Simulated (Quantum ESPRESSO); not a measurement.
Worked example: self-consistent single point of Zr (P6_3/mmc, 2 atoms in the cell) in Quantum ESPRESSO.

Computed with revPBE, SSSP 1.1.2 precision (PBE) pseudopotentials (plane waves; Quantum ESPRESSO).

```
CELL_PARAMETERS angstrom
      3.26741     0.00000     0.00000
     -1.63371     2.82966     0.00000
      0.00000     0.00000     5.21722
ATOMIC_POSITIONS crystal
  Zr 0.33333 0.66667 0.25000
  Zr 0.66667 0.33333 0.75000
```

Reference input (self-consistent single point, DFT, revPBE, plane waves, SSSP 1.1.2 precision (PBE) pseudopotentials): ecutwfc = 50 Ry; ecutrho = 400 Ry; occupations = smearing; smearing = marzari-vanderbilt; degauss = 0.0073499 Ry; input_dft = revpbe; potentials = {Zr: Zr_pbe_v1.uspp.F.UPF}; K_POINTS = automatic 9 9 5 0 0 0; conv_thr = 1e-09 Ry; mixing_beta = 0.5. This run's input differs from it in these lines:

```diff
@@ -12,4 +12,4 @@
    ntyp = 1,
-   ecutwfc = 50,
-   ecutrho = 400,
+   ecutwfc = 20,
+   ecutrho = 160,
    occupations = 'smearing',
```

Log, with long lists cut:

```
     Self-consistent Calculation

     iteration #  1     ecut=    20.00 Ry     beta= 0.50

     Threshold (ethr) on eigenvalues was too large:
     Diagonalizing with lowered threshold

     negative rho (up, down):  1.265E-01 0.000E+00

     total energy              =    -198.34351694 Ry
     estimated scf accuracy    <       0.03743429 Ry

     iteration #  2     ecut=    20.00 Ry     beta= 0.50

     negative rho (up, down):  1.290E-01 0.000E+00

     total energy              =    -198.34660932 Ry
     estimated scf accuracy    <       0.00335169 Ry

     iteration #  3     ecut=    20.00 Ry     beta= 0.50

     negative rho (up, down):  1.303E-01 0.000E+00

     total energy              =    -198.34702567 Ry
     estimated scf accuracy    <       0.00025783 Ry

   [... 3 blocks of this kind left out ...]

     iteration #  7     ecut=    20.00 Ry     beta= 0.50

     negative rho (up, down):  1.303E-01 0.000E+00

     total energy              =    -198.34705289 Ry
     estimated scf accuracy    <          5.5E-09 Ry

     iteration #  8     ecut=    20.00 Ry     beta= 0.50

     negative rho (up, down):  1.303E-01 0.000E+00
     End of self-consistent calculation

     the Fermi energy is    13.6822 ev

!    total energy              =    -198.34705290 Ry
     estimated scf accuracy    <          5.6E-11 Ry
     smearing contrib. (-TS)   =      -0.00022767 Ry
     internal energy E=F+TS    =    -198.34682523 Ry

     convergence has been achieved in   8 iterations

     negative rho (up, down):  1.303E-01 0.000E+00

     Forces acting on atoms (cartesian axes, Ry/au):

     atom    1 type  1   force =     0.00000000    0.00000000    0.00000000
     atom    2 type  1   force =    -0.00000000   -0.00000000    0.00000000

     Total force =     0.000000     Total SCF correction =     0.000000

     negative rho (up, down):  1.303E-01 0.000E+00
          total   stress  (Ry/bohr**3)                   (kbar)     P=      -44.82
  -0.00031397   0.00000000   0.00000000          -46.19        0.00        0.00
   0.00000000  -0.00031397   0.00000000            0.00      -46.19        0.00
   0.00000000   0.00000000  -0.00028617            0.00        0.00      -42.10

   JOB DONE.
```

The run converged in 8 iterations. Against the reference run the free energy goes up by 53.3 meV/atom and the pressure goes from -1.19 to -4.48 GPa.

The starting cell comes from a database of computed structures (which also holds hypothetical and non-ambient phases and stackings), without a prior relaxation at this level. Its lattice was rescaled by a random factor within 2.5 % of one. At the lowered cutoff the pressure carries the error of an incomplete plane-wave basis.
